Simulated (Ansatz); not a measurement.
Work function of faces of beta tin in PBE and in r2SCAN, in Ansatz (plane waves, PAW). Symmetric slabs relaxed with PBE from ideal cuts in 1x1 cells (the lowest computed cut and spin start of each face; real faces may reconstruct in larger cells); r2SCAN values are single points on them, with the bulk at the same level. No spin-orbit coupling, no U.

```json
[
 {"face": "(100)", "PBE (eV)": "4.11", "r2SCAN (eV)": "?"},
 {"face": "(101)", "PBE (eV)": "4.00", "r2SCAN (eV)": "4.09"},
 {"face": "(110)", "PBE (eV)": "4.30", "r2SCAN (eV)": "4.46"},
 {"face": "(210)", "PBE (eV)": "4.04", "r2SCAN (eV)": "4.17"},
 {"face": "(211)", "PBE (eV)": "4.11", "r2SCAN (eV)": "4.25"}
]
```

Question: Fit a straight line y = a·x + b by least squares to the 4 complete rows (x: PBE (eV); y: r2SCAN (eV)).

Answer: the means are x̄ = 4.1125 and ȳ = 4.2425; Σ(x − x̄)² = 0.053075 and Σ(x − x̄)(y − ȳ) = 0.063175, so a = 1.190 and b = ȳ − a·x̄ = -0.653. The largest residual is 0.019.

Question: What does the line predict for the withheld row, (100), and what did the calculation give?

Answer: the line gives 4.24; the calculation gave 4.21, a miss of -0.03, larger than any residual of the fitted rows.

Ansatz is a first-principles code.
